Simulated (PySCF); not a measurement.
PySCF 2.14.0, TPSSH/def2-svpd, df: K(Cl) ([Cl][K]), 2 atoms. The geometry is a generated start, not checked to be a minimum at this level.

```
Quantity                       Value
-------------------  ---------------
task                          energy
method                         tpssh
basis                      def2-svpd
two-electron scheme  density fitting
mol.max_memory               3000 MB
mf.max_cycle                     100
mf.init_guess        minao (default)
mf.DIIS              CDIIS (default)
mf.diis_space            8 (default)
mf.conv_tol          1e-09 (default)
mf.grids.level           3 (default)
basis functions                   54
grid points                    38920
```

```xyz
2

K     -0.7717    -0.7238    -0.7442
Cl     0.7717     0.7238     0.7442
```

One run each on 2 threads, 1 BLAS thread. Values of level_shift (Hartree) tried: 0 (default), 0.1, 0.3, 1.

### Question
Which value of level_shift (Hartree) needs the fewest Fock builds, and what happens away from it?

### Answer
Fewest Fock builds: 0 (default) with 10. The count rises to 45 at 1. All converge to one solution.

```tsv
level_shift (Hartree)	Fock builds	end
0 (default)	10	same solution
0.1	13	same solution
0.3	19	same solution
1	45	same solution
```
